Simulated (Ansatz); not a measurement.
The parent structure is ScBi in the rock salt structure (space group Fm-3m, No. 225; a = 5.939 Å; a cell from a computed database, its experimental status unchecked).

Levels (all Ansatz, a program for electronic structure, PAW): PBEsol (420 eV, scalar-relativistic without spin-orbit coupling); PBEsol+SOC (420 eV, spin-orbit coupling included).

The geometry is relaxed with PBEsol.

- PBEsol pressure = 0.0 GPa

What does PBEsol+SOC give at this geometry for the pressure?

The pressure goes from zero to -0.3 GPa.

Single points use the geometry relaxed with PBEsol. The spin-orbit shifts are approximate. No phonon test of stability was made. The runs without spin-orbit coupling are not spin-polarised.
